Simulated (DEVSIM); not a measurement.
Device: Cr/SiON/p-Si capacitor, at 300 K.

| layer (left to right) | material | thickness (nm) | Na (cm⁻³) |
|---|---|---|---|
| 1 | SiON | 3.20 | - |
| 2 | Si | 9100 | 4e15 |

Metal gate on the left, work function 4.5 eV. Fixed charge at the semiconductor interface -1.3e10 cm⁻² (in units of +e); no interface traps.

Constants are typed, rounded textbook-type inputs, not results; the design itself was drawn at random and stands for no fabricated device. Values at 300 K.

```
parameter      SiON       Si
-------------  ----  -------
gap (eV)          7    1.124
affinity (eV)   1.4     4.05
permittivity    5.5     11.7
Nc (cm⁻³)         -  2.86e19
Nv (cm⁻³)         -   3.1e19
```

DEVSIM, 1D Poisson equation in equilibrium, Boltzmann statistics, complete ionisation; no quantum confinement or tunnelling. Metal contacts follow the ideal Schottky-Mott rule: no Fermi-level pinning, no interface dipoles.

The substrate doping was swept, all else fixed.

```tsv
substrate doping (cm^-3)	threshold voltage (band bending 2φF) (V)	minimum of the low-frequency capacitance (μF/cm²)	flat-band voltage (V)
2e14	0.15	0.00702	-0.36
4e14	0.17	0.00915	-0.38
8e14	…	…	-0.40
2e15	0.22	0.0185	-0.42
4e15	0.24	0.0255	-0.44
8e15	0.27	0.0348	-0.46
```

What belongs in the gaps?


- 8e14, threshold voltage (band bending 2φF) (V): 0.19
- 8e14, minimum of the low-frequency capacitance (μF/cm²): 0.0122
